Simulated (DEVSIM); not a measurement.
Structure: isotype n-n heterojunction GaP/Si, at 300 K.

Layer 1 from the left is GaP, thickness (μm) 0.870, Nd (cm⁻³) 5.5e15, τn (s) 2.7e-6, τp (s) 2.7e-6. Layer 2 from the left is Si, thickness (μm) 0.330, Nd (cm⁻³) 4.6e15, τn (s) 2.7e-6, τp (s) 2.7e-6.

Left contact: ohmic. Right contact: ohmic. Voltage is applied to the left contact. Recombination: SRH at mid-gap. Mobility is constant in doping.

This is a model device: material constants are rounded textbook-type values typed into the input, and sizes, dopings and lifetimes were drawn at random. Values at 300 K.

GaP: gap (eV) 2.26, affinity (eV) 3.8, permittivity 11.1, Nc (cm⁻³) 1.8e19, Nv (cm⁻³) 1.9e19, μn (cm²/Vs) 250, μp (cm²/Vs) 150. Si: gap (eV) 1.124, affinity (eV) 4.05, permittivity 11.7, Nc (cm⁻³) 2.86e19, Nv (cm⁻³) 3.1e19, μn (cm²/Vs) 1417, μp (cm²/Vs) 470.

Simulated with DEVSIM: 1D drift-diffusion, Boltzmann statistics, complete ionisation; no tunnelling, impact ionisation, image-force lowering or self-heating. Band offsets follow the typed affinities; no thermionic-emission limit at abrupt steps, no polarisation charge.

Task: What does the simulation give for the potential step across the device at zero bias?

Result: potential step across the device at zero bias 0.267 V.
